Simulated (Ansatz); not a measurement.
For GeSi3 (model structure, P-4m2, No. 115, 4 atoms in the cell), LDA (plane waves, PAW; Ansatz, a program for electronic structure) gives:

```
Item                                   Value
------------------------------  ------------
equilibrium lattice constant a       3.853 Å
c axis length                        5.446 Å
bulk modulus B0                     90.9 GPa
cohesive energy                 5.11 eV/atom
band gap                             0.22 eV
```

Task: What does r²SCAN (PAW; Ansatz) give for the same quantities?

Result: 
- lattice constant a: 3.885 Å (rises by 0.8 %)
- lattice parameter c: 5.492 Å (rises by 0.8 %)
- bulk modulus: 91.0 GPa (hardly moves)
- cohesive energy: 4.46 eV/atom (decreases by 0.65 eV/atom)
- band gap: 0.56 eV (grows by 0.34 eV)

Changes are worked out from the printed values.

Unless a cell is named, each level is at its own relaxed cell (LDA 20.22, r²SCAN 20.72 Å³/atom).

Spin–orbit coupling is included only where a level's name says +SOC; with heavier elements it mostly lowers gaps and can invert bands. Density-functional gaps are differences of (generalised) Kohn–Sham levels.

Caveats: the bulk modulus is −V dP/dV from two relaxed cells at ±2 % in volume (LDA, r²SCAN). Ansatz's density-functional and Hartree–Fock values are scalar-relativistic unless marked +SOC, with PAW data made under PBE.

A model structure was made by putting elements into a prototype or built by hand; it is no filed structure, need not be a known phase, and can be a saddle point held by its symmetry.
